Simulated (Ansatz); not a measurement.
The parent structure is GaAs in the rock salt structure (space group Fm-3m, No. 225; a = 5.304 Å; a hypothetical phase, not in the database extracts checked).

All numbers come from Ansatz (a first-principles code) PBEsol, no spin-orbit coupling, earlier PAW set.

One change was made to it. Results:

The density grows by 0.05 g/cm³ (6.44 g/cm³ → 6.49 g/cm³); the shortest interatomic distance shrinks by 0.007 Å, from 2.652 Å to 2.645 Å; the band gap remains zero.

Q: Which of these changes matches the shifts?
A. pressure −1 GPa
B. pressure 0.7 GPa
C. pressure 10 GPa

A: B, pressure 0.7 GPa. For comparison, the density in the other runs: pressure 10 GPa gives 7.10 g/cm³; pressure −1 GPa gives 6.36 g/cm³.

Load acts through the strain it causes; cell and atoms are relaxed under it. No phonon test of stability was made. No other phases were tried under pressure. The final runs are not spin-polarised.
